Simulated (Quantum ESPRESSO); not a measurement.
The steps of a band-structure calculation for EuCd (Pm-3m, 2 atoms in the cell) with Quantum ESPRESSO.

Computed with LDA (PZ), SSSP 1.1.2 efficiency (PBE) pseudopotentials (plane waves; Quantum ESPRESSO).

Step 1 (scf):

```fortran
&control
   calculation = 'scf'
   prefix = 'EuCd'
   outdir = './out'
   pseudo_dir = './'
   tprnfor = .true.
   tstress = .true.
/
&system
   ibrav = 0
   celldm(1) = 7.347740832
   nat = 2
   ntyp = 2
   ecutwfc = 50
   ecutrho = 400
   occupations = 'smearing'
   smearing = 'fermi-dirac'
   degauss = 0.0073499
   nbnd = 27
   nspin = 2
   starting_magnetization(1) = 0.412
   input_dft = 'pz'
/
&electrons
   conv_thr = 1.0d-10
   mixing_beta = 0.3
/
ATOMIC_SPECIES
Eu   151.9640  Eu.GGA-PBE-paw-v1.0.UPF
Cd   112.4140  Cd.pbe-dn-rrkjus_psl.0.3.1.UPF
ATOMIC_POSITIONS crystal
Eu    0.500000000    0.500000000    0.500000000
Cd    0.000000000    0.000000000    0.000000000
K_POINTS automatic
6 6 6  1 1 1
CELL_PARAMETERS alat
   1.000000000     0.000000000     0.000000000
   0.000000000     1.000000000     0.000000000
   0.000000000     0.000000000     1.000000000
```

Step 2 (bands):

```fortran
&control
   calculation = 'bands'
   prefix = 'EuCd'
   outdir = './out'
   pseudo_dir = './'
   verbosity = 'high'
/
&system
   ibrav = 0
   celldm(1) = 7.347740832
   nat = 2
   ntyp = 2
   ecutwfc = 50
   ecutrho = 400
   occupations = 'smearing'
   smearing = 'fermi-dirac'
   degauss = 0.0073499
   nbnd = 27
   nspin = 2
   starting_magnetization(1) = 0.412
   input_dft = 'pz'
/
&electrons
   conv_thr = 1.0d-10
   startingwfc = 'random'
   diago_thr_init = 1.0d-6
   diagonalization = 'cg'
/
ATOMIC_SPECIES
Eu   151.9640  Eu.GGA-PBE-paw-v1.0.UPF
Cd   112.4140  Cd.pbe-dn-rrkjus_psl.0.3.1.UPF
ATOMIC_POSITIONS crystal
Eu    0.500000000    0.500000000    0.500000000
Cd    0.000000000    0.000000000    0.000000000
K_POINTS crystal_b
8
  0.00000000   0.00000000   0.00000000   8  ! G
  0.00000000   0.50000000   0.00000000   8  ! X
  0.50000000   0.50000000   0.00000000  11  ! M
  0.00000000   0.00000000   0.00000000  14  ! G
  0.50000000   0.50000000   0.50000000  11  ! R
  0.00000000   0.50000000   0.00000000   1  ! X
  0.50000000   0.50000000   0.00000000   8  ! M
  0.50000000   0.50000000   0.50000000   1  ! R
CELL_PARAMETERS alat
   1.000000000     0.000000000     0.000000000
   0.000000000     1.000000000     0.000000000
   0.000000000     0.000000000     1.000000000
```

Step 3 (bands.x):

```fortran
&bands
   prefix = 'EuCd'
   outdir = './out'
   filband = 'bands.dat'
   lsym = .false.
/
```

Output of bands (abridged):

```
     file Cd.pbe-dn-rrkjus_psl.0.3.1.UPF: wavefunction(s)  4D renormalized

     Atomic positions and unit cell read from directory:
     ./out/EuCd.save/

     Message from routine setup:
     using ibrav=0 with symmetry is DISCOURAGED, use correct ibrav instead
     G-vector sticks info
     --------------------
     sticks:   dense  smooth     PW     G-vecs:    dense   smooth      PW
   [... lines left out ...]
     unit-cell volume          =     396.6993 (a.u.)^3
     atomic species   magnetization
     number of k points=    62  Fermi-Dirac smearing, width (Ry)=  0.0073
   [... lines left out ...]

   -31.2522  -9.8937  -9.8937  -9.8936   1.8105   1.8105   2.0160   2.0161
     2.0161   4.0046   9.9227   9.9227   9.9227   9.9370   9.9371   9.9371
     9.9897  10.7268  10.7268  14.6227  14.6226  14.6227  14.8021  14.8022
    14.8022  17.8163  21.6996

          k = 0.0000 0.0625 0.0000 (  2373 PWs)   bands (ev):

   -31.2520  -9.9043  -9.8929  -9.8929   1.8122   1.8191   2.0145   2.0145
     2.0168   4.0565   9.9160   9.9251   9.9251   9.9355   9.9388   9.9388
     9.9895  10.7129  10.7355  14.1101  14.1101  14.5808  14.6223  15.3479
    15.3479  18.0870  21.2629

   [... 60 blocks of this kind left out ...]

 ------ SPIN DOWN ----------

          k = 0.0000 0.0000 0.0000 (  2373 PWs)   bands (ev):

   -28.4873  -7.7841  -7.7841  -7.7840   1.8335   1.8336   2.0310   2.0310
     2.0310   4.2778  11.3966  11.3966  13.7121  13.7121  13.7121  14.1678
    14.1678  14.1678  14.3380  15.6529  15.6529  15.6529  15.7463  15.7463
    15.7463  18.2822  22.1406

          k = 0.0000 0.0625 0.0000 (  2373 PWs)   bands (ev):

   -28.4867  -7.7965  -7.7837  -7.7831   1.8351   1.8422   2.0299   2.0301
     2.0317   4.3315  11.3702  11.4066  13.6464  13.6720  13.6720  14.1623
    14.1677  14.1677  14.3374  15.2216  15.2216  15.6051  15.6532  16.2528
    16.2529  18.5520  21.7280

   [... 60 blocks of this kind left out ...]
```

Output of bands.x (abridged):

```
     Reading xml data from directory:

     ./out/EuCd.save/
     file Cd.pbe-dn-rrkjus_psl.0.3.1.UPF: wavefunction(s)  4D renormalized

     G-vector sticks info
     --------------------
     sticks:   dense  smooth     PW     G-vecs:    dense   smooth      PW
     Sum        1725     861    261                53715    18949    3191

     Reading collected, re-writing distributed wavefunctions
     high-symmetry point:  0.0000 0.0000 0.0000   x coordinate   0.0000
     high-symmetry point:  0.0000 0.5000 0.0000   x coordinate   0.5000
     high-symmetry point:  0.5000 0.5000 0.0000   x coordinate   1.0000
     high-symmetry point:  0.0000 0.0000 0.0000   x coordinate   1.7071
     high-symmetry point:  0.5000 0.5000 0.5000   x coordinate   2.5731
     high-symmetry point:  0.0000 0.5000 0.0000   x coordinate   3.2802
     high-symmetry point:  0.5000 0.5000 0.0000   x coordinate   3.2802
     high-symmetry point:  0.5000 0.5000 0.5000   x coordinate   3.7802

     Plottable bands (eV) written to file bands.dat.gnu
     Bands written to file bands.dat

   JOB DONE.
```

The starting cell comes from a database of computed structures (which also holds hypothetical and non-ambient phases and stackings), without a prior relaxation at this level. Its lattice was rescaled by a random factor within 2.5 % of one. With one magnetic atom in the cell only a parallel order is possible. With U or open f shells several self-consistent states can exist. The f electrons are in the valence without U or exact exchange, which can misplace them near the Fermi level. Spin-orbit terms, which matter for f shells, are left out.
